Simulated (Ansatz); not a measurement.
**Predicting one run from its neighbours: the energy of slabs against their depth, the (110) slab of NaI (cut from a parent of space group no. 225; 8 atoms in the cell)**

```
NaI
1.0
    6.48941     0.00000     0.00000
    0.00000     4.58871     0.00000
    0.00000     0.00000    20.88300
I Na
4 4
Direct
  0.00000   0.75000   0.33520
  0.50000   0.25000   0.44506
  0.00000   0.75000   0.55493
  0.50000   0.25000   0.66480
  0.00000   0.25000   0.44506
  0.50000   0.75000   0.33520
  0.00000   0.25000   0.66480
  0.50000   0.75000   0.55493
```
(The smallest cell of the table.)

Method of the run: LDA (PW92), default PAW files made with PBE (plane waves; Ansatz, an electronic-structure program).

Base settings: basis.ecutwfc = 420 eV; kpoints.mp_grid.grid = 2 3 1; hamiltonian.xc = lda; hamiltonian.pseudopotentials = {kind: paw} (the program's default PAW files); scf.occupations.method = fermi_dirac; scf.occupations.width = 0.01 eV.

The starting cell has typed, rounded lattice constants, without a prior relaxation at this level. The slab is cut from that crystal, and its faces are unrelaxed. Its lattice was rescaled by up to half a per cent. Spin polarisation is off, though cut faces can carry moments; a gap of a slab can lie between surface states.

Deep slabs follow E = 2Aγ + N·e, so a straight line through E against N gives the surface energy without a separate bulk run; a round N·e is taken off to keep the numbers short. The area A is 29.778 Å².

| atoms N | E − N·(-4412.432 eV) (eV) |
|---|---|
| 8 | 0.7738 |
| 12 | 0.5852 |
| 16 | ? |
| 20 | 0.1989 |
| 24 | 0.0056 |

Question: Fit the line to the 4 rows given and predict the withheld one.

Answer: Means: x̄ = 16.000, ȳ = 0.39088. Σ(x − x̄)(y − ȳ) = -7.691 and Σ(x − x̄)² = 160.0, so b = -0.04807 and a = ȳ − b·x̄ = 1.1600; γ = a/2A = 0.312 J/m² (unrelaxed) and e = -4412.4801 eV per atom. The largest residual of the fitted rows is 0.0020. At x = 16 the line gives 0.3909 eV. The run gave 0.3922 eV, a miss of 0.0013 eV. The table is a window of a longer ladder. The rows were chosen because the form fits them, the withheld one included, so this shows the method and is no test of the form.

Left out of this page: 1 run of the series outside the window shown, repeating another row's setting, or not comparable.

Keys are those of Ansatz 0.2.
